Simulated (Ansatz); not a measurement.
## Convergence study of the k-point mesh at a smearing width of 0.3 eV for Sn (Immm, 1 atom in the cell)

```yaml
crystal:
  lattice:
    - [-1.69629, 1.96052, 2.11419]
    - [1.69629, -1.96052, 2.11419]
    - [1.69629, 1.96052, -2.11419]
  atoms:
    - { symbol: Sn, position: [0.00000, 0.00000, 0.00000] }
```

Method of the run: PBEsol, default PAW files made with PBE (plane waves; Ansatz, an electronic-structure program).

Base settings: basis.ecutwfc = 420 eV; kpoints.mp_grid.grid = 13 13 13; hamiltonian.xc = pbesol; hamiltonian.pseudopotentials = {kind: paw} (the program's default PAW files); scf.occupations.method = fermi_dirac; scf.occupations.width = 0.1 eV.

In this ladder: scf.occupations.width = 0.3 eV.

Only quantities that move along the ladder and can be compared are tabulated.

The count of work is k-points × plane waves × bands × iterations; it is no time. 

The starting cell comes from a database of computed structures (which also holds hypothetical and non-ambient phases and stackings), without a prior relaxation at this level. Its lattice was rescaled by up to half a per cent. Ansatz's pressure includes its estimate of the finite-basis (Pulay) stress.

Steps (kpoints.mp_grid.grid): 5 5 5; 7 7 7; 8 8 8; 10 10 10; 12 12 12; 14 14 14; 17 17 17; 20 20 20; 25 25 25; 30 30 30.

Q: What is the coarsest kpoints.mp_grid.grid that holds the free energy within 5 meV/atom of the last step, with all finer ones?

A: 10 10 10, at 0.046 of the last step's count of work; the step before is off by 8.3 meV/atom.

Q: What is the coarsest kpoints.mp_grid.grid that holds the pressure within 0.2 GPa of the last step, with all finer ones?

A: 7 7 7, at 0.017 of the last step's count of work; the step before is off by 1.1 GPa.

| kpoints.mp_grid.grid | free energy less the last step's (meV/atom) | pressure (GPa) | count of work / last |
|---|---|---|---|
| 5 5 5 | 64.43 | -1.57 | 0.0072 |
| 7 7 7 | -9.64 | -2.52 | 0.017 |
| 8 8 8 | -8.31 | -2.81 | 0.025 |
| 10 10 10 | 1.73 | -2.65 | 0.046 |
| 12 12 12 | 0.72 | -2.60 | 0.075 |
| 14 14 14 | -0.48 | -2.65 | 0.11 |
| 17 17 17 | 0.10 | -2.64 | 0.20 |
| 20 20 20 | -0.03 | -2.64 | 0.31 |
| 25 25 25 | 0.00 | -2.64 | 0.59 |
| 30 30 30 | 0.00 | -2.64 | 1.0 |

Keys are those of Ansatz 0.2.
